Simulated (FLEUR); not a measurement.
Worked example: self-consistent single point of Sn (Im-3m, 1 atom in the cell) in FLEUR.

Method: LDA (Perdew-Zunger), all-electron FLAPW (FLEUR), scalar-relativistic valence.

```yaml
crystal:
  lattice:
    - [-1.88897, 1.88897, 1.88897]
    - [1.88897, -1.88897, 1.88897]
    - [1.88897, 1.88897, -1.88897]
  atoms:
    - { symbol: Sn, position: [0.00000, 0.00000, 0.00000] }
```

Reference input (self-consistent single point, DFT, LDA (Perdew-Zunger), all-electron FLAPW (FLEUR), scalar-relativistic valence): Kmax = 3.8 1/bohr; GmaxXC = 15.2 1/bohr; xcFunctional = pz; jspins = 1; l_soc = F; mode = hist; fermiSmearingEnergy = 0.00367493 Htr; mesh (inpgen div1-3) = 8 8 8; inpgen gamma flag = true; Gmax = 15.2 1/bohr; numbands = 0; maxIterBroyd = 15. This run's input differs from it in these lines:

```diff
@@ -34,3 +34,3 @@
    <cell>
-      <bzIntegration valenceElectrons="14.0" mode="hist" fermiSmearingEnergy="0.00367493">
+      <bzIntegration valenceElectrons="14.0" mode="hist" fermiSmearingEnergy="0.00183747">
          <kPointListSelection listName="default-1"/>
```

The program printed (abridged):

```
 Iteration:     1   Distance:       2.51063159 me/bohr^3
 Iteration:     2   Distance:       2.33543008 me/bohr^3
 Iteration:     3   Distance:       1.02585843 me/bohr^3
 Iteration:     4   Distance:       0.08837430 me/bohr^3
 Iteration:     5   Distance:       0.09018382 me/bohr^3
   [... 2 lines left out ...]
 Iteration:     8   Distance:       0.00097563 me/bohr^3
 Iteration:     9   Distance:       0.00005312 me/bohr^3
 Iteration:    10   Distance:       0.00003443 me/bohr^3
 Iteration:    11   Distance:       0.00000298 me/bohr^3
 Run finished successfully
 Stop message:
   Structural relaxation: Done

[file out, last iteration]
             iter=     12
[...]
          total density-effective poten   -1.0224064264E+04
          total charge density-energy d   -1.5997892193E+02
 Updated energy parameters for spin:           1
[...]
 fermi energy and band-weighting factors:

[...]
FERMIE:
          first approx. to ef    (T=0)  :   0.274248 htr   (energy of the highest occ. eigenvalue)
          number of occ. states  (T=0)  :        203
          first approx. to seigv (T=0)  :  -4.591568 htr
          sum of weights of occ. states :   7.021484
          sum of semicore charge        :   0.000000 e
FERHIS:  Fermi-Energy by histogram:
          bandgap                     :   0.000329 htr
   [... lines left out ...]
          charge neutrality (T=0)     :   0.042969    (zero if the highest occ. eigenvalue is "entirely" occupied)
     EF_NEWTON:  Adjust Fermi-Energy by Newton-Method.
 Direct bandgap for spin            1 :    3.5286032698978564E-002  Htr
   [... lines left out ...]
 ---->    (input%tkb*entropy) TS=              0.0003329652 htr
 ---->    free energy=                     -6173.8202498118 htr
      extrapolation for T->0
 ---->    total electron energy=           -6173.8200833292 htr
 ***** TOTAL FORCES ON ATOMS *****
 TOTAL FORCE FOR ATOM TYPE=  1  X=  0.000   Y=  0.000   Z=  0.000
                       FX_TOT= 0.000000 FY_TOT= 0.000000 FZ_TOT= 0.000000
 Structural relaxation: Done
```

The run converged in 11 iterations. FLEUR gives forces in its relaxation mode, with a further iteration, so its stop message speaks of a relaxation. Against the reference run the free energy rises by 11.5 meV/atom.

The starting cell comes from a database of computed structures (which also holds hypothetical and non-ambient phases and stackings), without a prior relaxation at this level. Its lattice was rescaled by up to half a per cent. Values depend on the basis (sphere radii, cutoffs, local orbitals), which need not be converged. The log's line on a gap gives a spacing of levels on this mesh, which the program prints for metals too.
